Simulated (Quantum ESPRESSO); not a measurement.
Worked example: self-consistent single point of SrMg14Ga (Amm2, 16 atoms in the cell) in Quantum ESPRESSO.

Method of the run: PBEsol, GBRV 1.5 ultrasoft (PBESOL) pseudopotentials (plane waves; Quantum ESPRESSO).

```
SrMg14Ga
1.0
   10.55981     0.00000     0.00000
    0.00000     3.22115     5.66681
    0.00000    -3.22115     5.66681
Sr Mg Ga
1 14 1
Direct
  0.50000   0.17091   0.17091
  0.00000   0.16591   0.16591
  0.00000   0.66879   0.66879
  0.50000   0.18044   0.66494
  0.50000   0.66494   0.18044
  0.00000   0.16238   0.67056
  0.00000   0.67056   0.16238
  0.23990   0.33889   0.82511
  0.76010   0.82511   0.33889
  0.76010   0.33889   0.82511
  0.23990   0.82511   0.33889
  0.23609   0.33699   0.33699
  0.76391   0.33699   0.33699
  0.25975   0.83024   0.83024
  0.74025   0.83024   0.83024
  0.50000   0.65359   0.65359
```

Reference input (self-consistent single point, DFT, PBEsol, plane waves, GBRV 1.5 ultrasoft (PBESOL) pseudopotentials): ecutwfc = 50 Ry; ecutrho = 250 Ry; occupations = smearing; smearing = marzari-vanderbilt; degauss = 0.0099958 Ry; K_POINTS = automatic 2 3 3 0 0 0; conv_thr = 1e-11 Ry. This run's input differs from it in these lines:

```diff
@@ -13,4 +13,4 @@
    ntyp = 3
-   ecutwfc = 50
-   ecutrho = 250
+   ecutwfc = 65
+   ecutrho = 325
    occupations = 'smearing'
```

Log, with long lists cut:

```
     Self-consistent Calculation

     iteration #  1     ecut=    65.00 Ry     beta= 0.70

     negative rho (up, down):  6.451E-02 0.000E+00

     total energy              =   -2234.45057774 Ry
     estimated scf accuracy    <       5.06542088 Ry

     iteration #  2     ecut=    65.00 Ry     beta= 0.70

     negative rho (up, down):  6.436E-02 0.000E+00

     total energy              =   -2232.31638432 Ry
     estimated scf accuracy    <      22.08073070 Ry

     iteration #  3     ecut=    65.00 Ry     beta= 0.70

     negative rho (up, down):  6.448E-02 0.000E+00

     total energy              =   -2235.05282489 Ry
     estimated scf accuracy    <      16.17059128 Ry

   [... 11 blocks of this kind left out ...]

     iteration # 15     ecut=    65.00 Ry     beta= 0.70

     negative rho (up, down):  6.627E-02 0.000E+00

     total energy              =   -2236.65479179 Ry
     estimated scf accuracy    <          4.6E-11 Ry

     iteration # 16     ecut=    65.00 Ry     beta= 0.70

     negative rho (up, down):  6.627E-02 0.000E+00
     End of self-consistent calculation

     the Fermi energy is     5.6487 ev

!    total energy              =   -2236.65479179 Ry
     estimated scf accuracy    <          1.9E-12 Ry
     smearing contrib. (-TS)   =      -0.00074786 Ry
     internal energy E=F+TS    =   -2236.65404394 Ry

     convergence has been achieved in  16 iterations

     negative rho (up, down):  6.627E-02 0.000E+00

     Forces acting on atoms (cartesian axes, Ry/au):

     atom    1 type  1   force =     0.00000000    0.00000000    0.00031415
     atom    2 type  2   force =     0.00000000    0.00000000    0.00208907
     atom    3 type  2   force =     0.00000000    0.00000000    0.00199196
     atom    4 type  2   force =     0.00000000   -0.00007940    0.00303767
     atom    5 type  2   force =     0.00000000    0.00007940    0.00303767
   [... lines left out ...]
     Total force =     0.012410     Total SCF correction =     0.000005
   [... lines left out ...]

     negative rho (up, down):  6.627E-02 0.000E+00
          total   stress  (Ry/bohr**3)                   (kbar)     P=       -8.46
  -0.00010503   0.00000000   0.00000000          -15.45        0.00        0.00
   0.00000000  -0.00004485   0.00000000            0.00       -6.60        0.00
   0.00000000   0.00000000  -0.00002273            0.00        0.00       -3.34

   JOB DONE.
```

The run converged in 16 iterations. Against the reference run the free energy goes down by 1.7 meV/atom, the pressure hardly changes (-0.86 to -0.85 GPa) and the largest force stays at 0.106 eV/Å.

The starting cell comes from a database of computed structures (which also holds hypothetical and non-ambient phases and stackings), without a prior relaxation at this level.

Cost on one core of a shared machine: roughly 10 min.
